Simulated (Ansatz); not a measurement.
**RuN (F-43m): band-structure transport figures**

Data:

```xyz
2
Lattice="0.0000 2.2496 2.2496 2.2496 0.0000 2.2496 2.2496 2.2496 0.0000" Properties=species:S:1:pos:R:3 pbc="T T T"
Ru     0.0000     0.0000     0.0000
N      3.3745     3.3745     3.3745
```

All values below come from PBEsol, rigid bands (plane waves, PAW, scalar-relativistic; Ansatz, a program for electronic structure). Geometry: cell and atoms relaxed with PBEsol.

```yaml
density of states at the Fermi level: 1.18 states/(eV·cell), both spins
bare Sommerfeld coefficient: 1.40 mJ/(mol of atoms·K²)
drude_plasma_energy: 6.0 eV
root-mean-square Fermi velocity: 5.1e5 m/s
resistivity times τ: 13.8 ×10⁻²² Ω·m·s
```

A metal at this level (no band gap); rigid bands, thermally averaged at 300 K, both spins. Spin-orbit coupling is left out. τ is one relaxation time for all states.

Computed structure with no diffraction record at hand here (it may be known, metastable or hypothetical): RuN (F-43m).
